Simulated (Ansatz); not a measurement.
Ta2O5 (model structure, Pbam, No. 55, 14 atoms in the cell)

These are r²SCAN in Ansatz (plane waves, PAW) values and carry that method's errors.

Run with plane-wave cutoff 560 eV, 6×6×10 k mesh (along the axes of the cell as run), Fermi–Dirac smearing 0.01 eV, scalar-relativistic PAW data made under PBE.

Cell (relaxed at this level):

Space group Pbam (No. 55); a = 6.2108 Å, b = 7.3275 Å, c = 3.7877 Å, α = 90.00°, β = 90.00°, γ = 90.00°

| atom | site | symmetry | x | y | z |
|---|---|---|---|---|---|
| Ta | 4g | ..m | 0.2755 | 0.1190 | 0.0000 |
| O | 4h | ..m | 0.3016 | 0.1567 | 0.5000 |
| O | 2a | ..2/m | 0.0000 | 0.0000 | 0.0000 |
| O | 4g | ..m | 0.1105 | 0.3599 | 0.0000 |

```yaml
band_gap: 2.69 eV
direct gap at Γ: 3.78 eV
```

Note: the relaxation could raise the start's symmetry but not lower it, so the cell can be a saddle point.

Spin–orbit coupling is not included.

The computed numbers hold no vibrational or temperature effects.

Cost on a shared machine: around 110 core-seconds (rough).

A model structure was made by putting elements into a prototype or built by hand; it is no filed structure, need not be a known phase, and can be a saddle point held by its symmetry.

Ansatz is a first-principles code.
